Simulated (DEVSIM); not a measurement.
Structure: abrupt GaAs p-n junction, at 300 K.

Layer 1 from the left is GaAs, thickness (μm) 9.30, Na (cm⁻³) 1.4e16, τn (s) 6.1e-9, τp (s) 6.1e-9. Layer 2 from the left is GaAs, thickness (μm) 26.0, Nd (cm⁻³) 9.8e14, τn (s) 6.1e-9, τp (s) 6.1e-9.

Left contact: ohmic. Right contact: ohmic. Voltage is applied to the left contact. Recombination: SRH at mid-gap, radiative, Auger. Mobility is constant in doping.

This is a model device: material constants are rounded textbook-type values typed into the input, and sizes, dopings and lifetimes were drawn at random. Values at 300 K.

GaAs: gap (eV) 1.424, affinity (eV) 4.07, permittivity 12.9, Nc (cm⁻³) 4.7e17, Nv (cm⁻³) 9e18, μn (cm²/Vs) 8500, μp (cm²/Vs) 400, B (cm³/s) 2e-10, Cn (cm⁶/s) 1e-30, Cp (cm⁶/s) 1e-30.

DEVSIM, 1D drift-diffusion, Boltzmann statistics, complete ionisation; no tunnelling, impact ionisation, image-force lowering or self-heating.

Problem. What does the simulation give for the dark forward voltage at 1 A/cm², the potential step across the device at zero bias, the dark forward voltage at 100 A/cm², the largest field in the device at zero bias?

Solution. dark forward voltage at 1 A/cm² 0.972 V; potential step across the device at zero bias 1.097 V; dark forward voltage at 100 A/cm² 1.279 V; largest field in the device at zero bias 16000 V/cm.
